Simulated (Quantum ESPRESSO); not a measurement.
A self-consistent single point of Cl (Cmce, 4 atoms in the cell) with Quantum ESPRESSO.

Computed with PBE, PseudoDojo standard norm-conserving (PBE) pseudopotentials (plane waves; Quantum ESPRESSO).

```xyz
4
Lattice="2.2400 -3.1200 0.0000 2.2400 3.1200 0.0000 0.0000 0.0000 8.2600" Properties=species:S:1:pos:R:3 pbc="T T T"
Cl     3.9290     0.0000     7.4092
Cl     2.7910     0.0000     3.2792
Cl     1.6890     0.0000     4.9808
Cl     0.5510     0.0000     0.8508
```

Reference input (self-consistent single point, DFT, PBE, plane waves, PseudoDojo standard norm-conserving (PBE) pseudopotentials): ecutwfc = 60 Ry; occupations = smearing; smearing = gaussian; degauss = 0.00147 Ry; potentials = {Cl: Cl.upf}; K_POINTS = automatic 7 7 4 0 0 0; conv_thr = 1e-08 Ry; mixing_beta = 0.3. This run's input differs from it in these lines:

```diff
@@ -13,3 +13,3 @@
    ntyp = 1,
-   ecutwfc = 60,
+   ecutwfc = 36,
    occupations = 'smearing',
```

Log, with long lists cut:

```
     Self-consistent Calculation

     iteration #  1     ecut=    36.00 Ry     beta= 0.30

---- Real-time Memory Report at c_bands before calling an iterative solver
            90 MiB given to the printing process from OS
            56 MiB allocation reported by mallinfo(arena+hblkhd)
------------------

     Threshold (ethr) on eigenvalues was too large:
     Diagonalizing with lowered threshold

---- Real-time Memory Report at c_bands before calling an iterative solver
            94 MiB given to the printing process from OS
            58 MiB allocation reported by mallinfo(arena+hblkhd)
------------------

   [... lines left out ...]

---- Real-time Memory Report at c_bands before calling an iterative solver
            98 MiB given to the printing process from OS
            70 MiB allocation reported by mallinfo(arena+hblkhd)
------------------

     total energy              =    -131.16107708 Ry
     estimated scf accuracy    <       0.00000002 Ry

     iteration # 11     ecut=    36.00 Ry     beta= 0.30

---- Real-time Memory Report at c_bands before calling an iterative solver
            98 MiB given to the printing process from OS
            70 MiB allocation reported by mallinfo(arena+hblkhd)
------------------
     End of self-consistent calculation

     the Fermi energy is     1.9631 ev

!    total energy              =    -131.16107708 Ry
     estimated scf accuracy    <          9.0E-10 Ry
     smearing contrib. (-TS)   =      -0.00000000 Ry
     internal energy E=F+TS    =    -131.16107708 Ry

     convergence has been achieved in  11 iterations

     Forces acting on atoms (cartesian axes, Ry/au):

     atom    1 type  1   force =     0.00414511    0.00000000    0.00259597
     atom    2 type  1   force =    -0.00414511   -0.00000000    0.00259597
     atom    3 type  1   force =     0.00414511    0.00000000   -0.00259597
     atom    4 type  1   force =    -0.00414511    0.00000000   -0.00259597

     Total force =     0.009782     Total SCF correction =     0.000083

          total   stress  (Ry/bohr**3)                   (kbar)     P=      -14.05
  -0.00011092   0.00000000   0.00000000          -16.32        0.00        0.00
   0.00000000  -0.00003190   0.00000000            0.00       -4.69        0.00
   0.00000000   0.00000000  -0.00014378            0.00        0.00      -21.15

   JOB DONE.
```

The run converged in 11 iterations. Against the reference run the free energy goes up by 65.2 meV/atom, the pressure goes from 0.31 to -1.41 GPa, the largest force goes from 0.152 to 0.126 eV/Å and the gap on the mesh stays at 2.372 eV.

The starting cell has typed, rounded lattice constants, without a prior relaxation at this level.

Cost on one core of a shared machine: roughly 40 s.
